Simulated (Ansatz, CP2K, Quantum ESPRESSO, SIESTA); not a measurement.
Code comparison for LaAl2 (P1, 6 atoms in the cell)

Self-consistent single point, at a second geometry (atoms moved at random). First geometry:

```
CELL_PARAMETERS angstrom
      0.00000     4.06447     4.06447
      4.06447     0.00000     4.06447
      4.06447     4.06447     0.00000
ATOMIC_POSITIONS crystal
  La 0.00000 0.00000 0.00000
  La 0.25000 0.25000 0.25000
  Al 0.62500 0.62500 0.62500
  Al 0.12500 0.62500 0.62500
  Al 0.62500 0.62500 0.12500
  Al 0.62500 0.12500 0.62500
```

Second geometry:
```xyz
6
Lattice="0.0000 4.0645 4.0645 4.0645 0.0000 4.0645 4.0645 4.0645 0.0000" Properties=species:S:1:pos:R:3 pbc="T T T"
La     0.0054    -0.0542    -0.0093
La     1.9965     2.0506     2.0088
Al     5.1539     5.0545     5.1214
Al     5.0993     3.0714     3.0346
Al     3.0030     3.0912     5.0549
Al     3.0320     5.0766     3.0798
```

Shared settings, as Ansatz (a program for electronic structure) writes them: kpoints.mp_grid.grid = 5 5 5; scf.occupations.method = gaussian; scf.occupations.width = 0.272 eV. Potentials and cutoffs stand in the table.

```
code                                                                                                                                      model  ΔF from the first geometry (meV/atom)  pressure (GPa)  largest force (eV/Å)       cutoff
----------------  -----------------------------------------------------------------------------------------------------------------------------  -------------------------------------  --------------  --------------------  -----------
CP2K                                                                 PBEsol, GPW, DZVP-MOLOPT-SR-GTH basis, GTH-PBE potentials (GTH_POTENTIALS)                                    7.9           -0.12                 0.390  grid 500 Ry
SIESTA            GGA PBEsol, numerical atomic orbitals DZP, PseudoDojo PBEsol standard norm-conserving potentials (rewritten from UPF to PSML)                                    8.1           -0.03                 0.395  grid 350 Ry
Ansatz                                                                                                          PBEsol, PAW files made with PBE                                    7.4           -1.63                 0.381      default
Quantum ESPRESSO                                                                           PBEsol, GBRV 1.5 ultrasoft (PBESOL) pseudopotentials                                    7.5           -1.63                 0.380        40 Ry
```

Size of the force on each atom (eV/Å): Sizes of forces hide their directions.

```
code                La1    La2    Al3    Al4    Al5    Al6
----------------  -----  -----  -----  -----  -----  -----
CP2K              0.308  0.265  0.390  0.172  0.307  0.173
SIESTA            0.332  0.289  0.395  0.175  0.313  0.180
Ansatz            0.271  0.234  0.381  0.161  0.293  0.163
Quantum ESPRESSO  0.277  0.239  0.380  0.162  0.293  0.163
```

The spread over the programs that give each value: ΔF from the first geometry within 0.7 meV/atom; pressure within 1.60 GPa; largest force within 0.015 eV/Å.

CP2K and SIESTA use small atom-centred bases, whose incompleteness enters pressures, forces and empty levels differently from a plane-wave cutoff. Ansatz's pressure is given at a fixed set of plane waves, as the other plane-wave codes print theirs. In the pressure, CP2K (by 1.51) and SIESTA (by 1.60) lie more than 1 GPa from the median of the plane-wave programs.

The starting cell comes from a database of computed structures (which also holds hypothetical and non-ambient phases and stackings), without a prior relaxation at this level. For this run, on top of that: atoms moved at random.

Keys are those of Ansatz 0.2.
